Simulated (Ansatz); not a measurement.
**Mg2Sn: response to strain**

Start from Mg2Sn (space group Fm-3m, No. 225; a = 6.818 Å; relaxed with 0.1 eV smearing).

Strains are applied to the cell and any free atomic positions relax.

Computed with DFT with PBE, PAW potentials and a 420 eV plane-wave cutoff in Ansatz (an electronic-structure program), no SOC.

Candidates:
(a) isotropic strain +2.50 %
(b) isotropic strain −2.50 %
(c) isotropic strain +0.50 %

Notes on the quantities. energy relative to the base: free energy F.

Question: Order them by energy relative to the base, lowest first.

Answer: (c) isotropic strain +0.50 % (+0.7 meV/atom), (a) isotropic strain +2.50 % (+17 meV/atom), (b) isotropic strain −2.50 % (+20 meV/atom)

Whether these cells are dynamically stable was not tested.
